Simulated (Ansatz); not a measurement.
Hf₂N₂O (Cc, No. 9, 10 atoms in the cell; start mp-1178187), treated with r²SCAN+rVV10 in Ansatz (PAW).

From the output:

```
Crystal: 10 atoms, lattice volume = 124.656 Å³
Basis set: ecut = 560 eV, 3741 PW (Γ), exchange–correlation on 135×135×135 points (27 copies of the dense FFT grid, shifted against one another)
Bands: 82, of which v1, the nominal top of the filled ones, is band 68 counted from 1 (67 counted from 0)
Symmetry: 2 space group operations
Space group: Cc (ITA 9), of the structure as read, at distance tolerance 5.0e-5 Å
k-points: 150 of 512 (time reversal used)
Functional: x = r2scan, c = r2scan + rvv10(b = 11.95, C = 0.0093); τ floored in thin density (d = 2e-4 eV/Å³)
SCF iter   1: F=—  HF=-65614.847769 eV  |F-HF|=—  |Δ(HF+E_count)|=         —  Δρ=1.07e-2  dr2=1.22e-1  dr2_τ=7.59e-1
SCF iter   2: F=—  HF=-65614.980311 eV  |F-HF|=—  |Δ(HF+E_count)|=   1.33e-1  Δρ=5.99e-3  dr2=3.75e-2  dr2_τ=3.92e-3
  ...
SCF iter  10: F=—  HF=-65614.976315 eV  |F-HF|=—  |Δ(HF+E_count)|=   3.59e-9  Δρ=1.64e-6  dr2=2.93e-9  dr2_τ=5.54e-10
SCF iter  11: F=-65614.976315 eV  HF=-65614.976315 eV  |F-HF|=5.09e-10  |Δ(HF+E_count)|=  2.91e-10  Δρ=5.12e-7  dr2=2.87e-10  dr2_τ=4.01e-11
SCF 1 converged in 11 iterations: F = -65614.976315 eV  dr2 = 2.87e-10
SCF converged after 11 iterations
Free energy (F): -65614.976315 eV
Internal energy: -65614.976315 eV  (E = F + TS)
E sigma→0 (E₀):  -65614.976315 eV
Fermi energy:    17.114520 eV
--- Forces (eV/Å), atoms counted from 1 ---
  atom   1  Hf     0.00003926    -0.00073389     0.00041873
  atom   2  Hf     0.00003926     0.00073389     0.00041873
  atom   3  Hf     0.00012122    -0.00124543     0.00025310
  atom   4  Hf     0.00012122     0.00124543     0.00025310
  atom   5  N     -0.00004480     0.00000610    -0.00032637
  atom   6  N     -0.00004480    -0.00000610    -0.00032637
  atom   7  N      0.00081880    -0.00004331     0.00031980
  atom   8  N      0.00081880     0.00004331     0.00031980
  atom   9  O     -0.00092444     0.00101925    -0.00065857
  atom  10  O     -0.00092444    -0.00101925    -0.00065857
--- Stress (GPa, compression-positive) ---
       -0.000477       0.000000      -0.001858
        0.000000       0.002629      -0.000000
       -0.001864      -0.000000       0.000350
  P = ⅓ Tr σ = 0.0008 GPa (0.008 kbar)
```

Q: Write an input file that could have produced this run (the log leaves some choices open).

A: This is not unique; one that fits is 
Ansatz 0.2 input:
```yaml
crystal:
  lattice:
    - [4.6663017972, -2.7486376402, 0.0049524384]
    - [4.6663017972, 2.7486376402, 0.0049524384]
    - [-3.1997412077, 0.0, 4.8561351492]
  atoms:
    - { symbol: Hf, position: [0.6698466959, 0.1339658687, 0.4271598966] }
    - { symbol: Hf, position: [0.1339658687, 0.6698466959, 0.9271598966] }
    - { symbol: Hf, position: [0.8497402523, 0.3708330869, 0.0711449149] }
    - { symbol: Hf, position: [0.3708330869, 0.8497402523, 0.5711449149] }
    - { symbol: N, position: [0.0418955926, 0.948053281, 0.7360107215] }
    - { symbol: N, position: [0.948053281, 0.0418955926, 0.2360107215] }
    - { symbol: N, position: [0.5459937305, 0.7458400393, 0.2529352627] }
    - { symbol: N, position: [0.7458400393, 0.5459937305, 0.7529352627] }
    - { symbol: O, position: [0.2517089447, 0.4421225083, 0.2627492044] }
    - { symbol: O, position: [0.4421225083, 0.2517089447, 0.7627492044] }
basis:
  ecutwfc: 560
  ecutrho_ratio: 4
  xc_grid: 3
kpoints:
  mp_grid: { grid: [8, 8, 8] }
  band_path:
    path:
      - [0.0, 0.0, 0.0]
      - [-0.046778, 0.046778, 0.0]
      - [-0.093557, 0.093557, 0.0]
      - [-0.140335, 0.140335, 0.0]
      - [-0.187114, 0.187114, 0.0]
      - [-0.233892, 0.233892, 0.0]
      - [-0.280671, 0.280671, 0.0]
      - [-0.327449, 0.327449, 0.0]
      - [-0.374228, 0.374228, 0.0]
      - [-0.625772, -0.374228, 0.0]
      - [-0.562886, -0.437114, 0.0]
      - [-0.5, -0.5, 0.0]
      - [-0.428571, -0.428571, 0.0]
      - [-0.357143, -0.357143, 0.0]
      - [-0.285714, -0.285714, 0.0]
      - [-0.214286, -0.214286, 0.0]
      - [-0.142857, -0.142857, 0.0]
      - [-0.071429, -0.071429, 0.0]
      - [-0.083333, -0.083333, 0.083333]
      - [-0.166667, -0.166667, 0.166667]
      - [-0.25, -0.25, 0.25]
      - [-0.333333, -0.333333, 0.333333]
      - [-0.416667, -0.416667, 0.416667]
      - [-0.5, -0.5, 0.5]
      - [-0.558821, -0.441179, 0.5]
      - [-0.617642, -0.382358, 0.5]
      - [-0.676462, -0.323538, 0.5]
      - [-0.735283, -0.264717, 0.5]
      - [-0.264717, 0.264717, 0.5]
      - [-0.211773, 0.211773, 0.5]
      - [-0.15883, 0.15883, 0.5]
      - [-0.105887, 0.105887, 0.5]
      - [-0.052943, 0.052943, 0.5]
      - [0.0, 0.0, 0.5]
      - [0.0, 0.0, 0.416667]
      - [0.0, 0.0, 0.333333]
      - [0.0, 0.0, 0.25]
      - [0.0, 0.0, 0.166667]
      - [0.0, 0.0, 0.083333]
      - [-0.5, 0.0, 0.5]
      - [-0.428571, 0.0, 0.428571]
      - [-0.357143, 0.0, 0.357143]
      - [-0.285714, 0.0, 0.285714]
      - [-0.214286, 0.0, 0.214286]
      - [-0.142857, 0.0, 0.142857]
      - [-0.071429, 0.0, 0.071429]
      - [-0.083333, 0.0, 0.0]
      - [-0.166667, 0.0, 0.0]
      - [-0.25, 0.0, 0.0]
      - [-0.333333, 0.0, 0.0]
      - [-0.416667, 0.0, 0.0]
      - [-0.5, 0.0, 0.0]
    npoints: 1
hamiltonian:
  xc: r2scan
  dispersion: rvv10
  pseudopotentials: { kind: paw }
scf:
  occupations: { method: fermi_dirac, width: 0.01 }
  convergence: { dr2_threshold: 0.000000001 }
output:
  forces: true
  stress: true
  eigenvalues: true
  write_bands: true
```

The PAW data were made under PBE.

A start named mp-… is a Materials Project structure, which need not be a measured phase.

Ansatz is a program for electronic structure.
